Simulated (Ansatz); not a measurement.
A self-consistent single point of ZnNi₃Sb₂ (P1, 6 atoms in the cell) with Ansatz (a quantum-chemistry and plane-wave program).

Method: PBEsol, PAW files made with PBE (plane waves; Ansatz).

The change in words: atoms moved at random. Reference geometry:
```xyz
6
Lattice="4.0456 0.0000 0.0000 -2.0228 3.5036 0.0000 0.0000 0.0000 6.1972" Properties=species:S:1:pos:R:3 pbc="T T T"
Zn     0.0000     0.0000     0.0000
Ni     0.0000     0.0000     3.0986
Ni     0.0000     2.3357     5.5260
Ni     2.0228     1.1678     0.6712
Sb     0.0000     2.3357     1.8722
Sb     2.0228     1.1678     4.3250
```

Reference input (self-consistent single point, DFT, PBEsol, plane waves, PAW files made with PBE): basis.ecutwfc = 30.9 Ry; kpoints.mp_grid.grid = 7 7 4; hamiltonian.xc = pbesol; hamiltonian.pseudopotentials = {kind: paw} (an earlier, softer set of the program's PAW files); scf.occupations.method = gaussian; scf.occupations.width = 0.0147 Ry. This run's input differs from it in these lines:

Ansatz 0.2 input:
```diff
@@ -6,8 +6,8 @@
   atoms:
-    - { symbol: Zn, position: [0.00000000, 0.00000000, 0.00000000] }
-    - { symbol: Ni, position: [0.00000000, 0.00000000, 0.50000000] }
-    - { symbol: Ni, position: [0.33333300, 0.66666700, 0.89170000] }
-    - { symbol: Ni, position: [0.66666700, 0.33333300, 0.10830000] }
-    - { symbol: Sb, position: [0.33333300, 0.66666700, 0.30210000] }
-    - { symbol: Sb, position: [0.66666700, 0.33333300, 0.69790000] }
+    - { symbol: Zn, position: [0.01113400, -0.01324700, 0.00571200] }
+    - { symbol: Ni, position: [-0.00216200, 0.01284900, 0.49449900] }
+    - { symbol: Ni, position: [0.33714100, 0.65427000, 0.89021300] }
+    - { symbol: Ni, position: [0.66288100, 0.34846400, 0.11073800] }
+    - { symbol: Sb, position: [0.32206600, 0.66692000, 0.29925200] }
+    - { symbol: Sb, position: [0.66894100, 0.33074400, 0.69958600] }
 basis:
```

Output, abridged:

```
SCF iter   1: F=—  HF=-33517.896203 eV  |F-HF|=—  |Δ(HF+E_count)|=         —  Δρ=1.95e-1  dr2=3.35e1  ethr=3.10e-3  ⟨swp⟩=6.3  Hψ=22412  notcnv=0  defer=15
all-band conjugate gradients solve this SCF's bands
preconditioner: auto → Kerker (q_TF=auto, 2.769 Å⁻¹)
SCF iter   2: F=—  HF=-33513.923378 eV  |F-HF|=—  |Δ(HF+E_count)|=    3.97e0  Δρ=4.54e-2  dr2=4.78e0  ethr=3.10e-3  ⟨swp⟩=3.0  Hψ=12766  notcnv=0  defer=275
   [... lines left out ...]
SCF iter   9: F=—  HF=-33512.454517 eV  |F-HF|=—  |Δ(HF+E_count)|=   6.34e-5  Δρ=1.82e-4  dr2=3.66e-5  ethr=5.86e-7  ⟨swp⟩=2.3  Hψ=7509  notcnv=0  defer=261
SCF iter  10: F=—  HF=-33512.454503 eV  |F-HF|=—  |Δ(HF+E_count)|=   1.44e-5  Δρ=5.63e-5  dr2=3.89e-6  ethr=3.81e-8  ⟨swp⟩=2.0  Hψ=8268  notcnv=0  defer=261
SCF iter  11: F=—  HF=-33512.454503 eV  |F-HF|=—  |Δ(HF+E_count)|=   5.28e-7  Δρ=2.42e-5  dr2=5.07e-7  ethr=4.06e-9  ⟨swp⟩=2.6  Hψ=8875  notcnv=0  defer=261
SCF iter  12: F=-33512.454502 eV  HF=-33512.454502 eV  |F-HF|=5.11e-8  |Δ(HF+E_count)|=   7.93e-8  Δρ=7.63e-6  dr2=4.22e-8  ethr=1.04e-10  ⟨swp⟩=12.1  Hψ=28323  notcnv=0
SCF 1 converged in 12 iterations: F = -33512.454502 eV  dr2 = 4.22e-8
Free energy (F): -33512.454502 eV
Internal energy: -33512.386728 eV  (E = F + TS)
E sigma→0 (E₀):  -33512.420615 eV
Entropy (-TS):   -0.067774 eV (-11.296 meV/atom)
Fermi energy:    16.309221 eV
--- Forces (eV/Å), atoms counted from 1 ---
  atom   1  Zn    -0.68658695     0.53577677    -0.18127029
  atom   2  Ni     0.03683799    -0.15195258     0.03375419
  atom   3  Ni    -0.00705552     0.11322649    -0.16740901
  atom   4  Ni     0.47307801    -0.61855747     0.16642271
  atom   5  Sb     0.20294155     0.15658576     0.29893205
  atom   6  Sb    -0.01921917    -0.03507952    -0.15041702
--- Stress (GPa, compression-positive) ---
        5.040844       0.006615       0.535947
        0.006615       5.364164      -0.516367
        0.535948      -0.516367       5.433876
  P = ⅓ Tr σ = 5.2796 GPa (52.796 kbar)
  The stress holds the Pulay correction. Without it, at fixed plane waves, as pw.x and ABINIT print it: P = 5.2127 GPa
```

The run converged in 12 iterations. Against the reference run the free energy rises by 13.6 meV/atom, the pressure goes from 4.70 to 5.28 GPa and the largest force goes from 0.121 to 0.890 eV/Å.

The starting cell comes from a database of computed structures (which also holds hypothetical and non-ambient phases and stackings), without a prior relaxation at this level. Its lattice was rescaled by a random factor within 2.5 % of one. For this run, on top of that: atoms moved at random. Spin polarisation is off. With a pressure of about 5 GPa the cell is away from its equilibrium volume at this level. Ansatz's pressure includes its estimate of the finite-basis (Pulay) stress.

Cost on one core of a shared machine: roughly 2 min.
